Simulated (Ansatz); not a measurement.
Ag (model structure, I4₁/amd, No. 141, 2 atoms in the cell), treated with PBEsol (PAW; Ansatz, a program for electronic structure).

Numerical settings: plane-wave cutoff 520 eV, 22×22×22 k mesh, Fermi–Dirac smearing 0.05 eV, no spin polarisation, scalar-relativistic PAW data made under PBE.

Cell (relaxed at this level):

```
Ag
1.0
   -2.59961     2.59961     1.36031
    2.59961    -2.59961     1.36031
    2.59961     2.59961    -1.36031
Ag
2
Direct
  0.00000   0.00000   0.00000
  0.75000   0.25000   0.50000
```

Question: Estimate the bulk modulus that the calculation returns.

Answer: 
- bulk modulus: 96.9 GPa

The run finds no gap.

Note: the bulk modulus is −V dP/dV from two relaxed cells at ±2 % in volume; the relaxation could raise the start's symmetry but not lower it, so the cell can be a saddle point.

It cost around 120 core-seconds (rough) of CPU time.

A model structure was made by putting elements into a prototype or built by hand; it is no filed structure, need not be a known phase, and can be a saddle point held by its symmetry.
